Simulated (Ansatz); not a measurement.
Consider Y in the hcp (Mg type) structure (space group P6_3/mmc, No. 194; a = 3.5943 Å, c = 5.6099 Å; relaxed with 0.1 eV smearing). Axes: x lies along a and z along c of the hexagonal cell.

The values are results of PBEsol (Ansatz, a quantum-chemistry and plane-wave program; PAW; 420 eV plane waves; no spin-orbit coupling), not measurements.

Before the change:

```
Property            Value
---------------  --------
Volume per atom  31.38 Å³
Pressure          0.0 GPa
```

Perturbation: tensile biaxial strain of 1.00 % in the plane normal to [001], as in epitaxy on a mismatched substrate; the out-of-plane cell vector and the atoms relax.

How does this affect the volume per atom and pressure?

The volume per atom rises by 0.46 Å³ (31.38 Å³ → 31.84 Å³); the pressure (mean of the normal stresses, compression positive) goes from zero to -0.6 GPa.

No phonon test of stability was made. The final runs are not spin-polarised.
